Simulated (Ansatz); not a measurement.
AlOOH (Pnma, No. 62) was calculated with PBEsol (Ansatz, an electronic-structure program, PAW).

Settings: plane-wave cutoff 500 eV, 4×14×10 k mesh (along the axes of the cell as run), gaussian smearing 0.02 eV, scalar-relativistic PAW data made under PBE.

Cell (relaxed at this level):

Space group Pnma (No. 62); a = 9.4198 Å, b = 2.8473 Å, c = 4.3678 Å, α = β = γ = 90.00°

```csv
atom,site,symmetry,x,y,z
Al,4c,.m.,0.3583,0.2500,0.4488
O,4c,.m.,0.1958,0.2500,0.6976
O,4c,.m.,0.0559,0.2500,0.1966
H,4c,.m.,0.0956,0.2500,0.4164
```

### Question
Give the computed band gap.

### Answer

- band gap: 5.87 eV (on the SCF k mesh)

Computed values are for the static lattice.
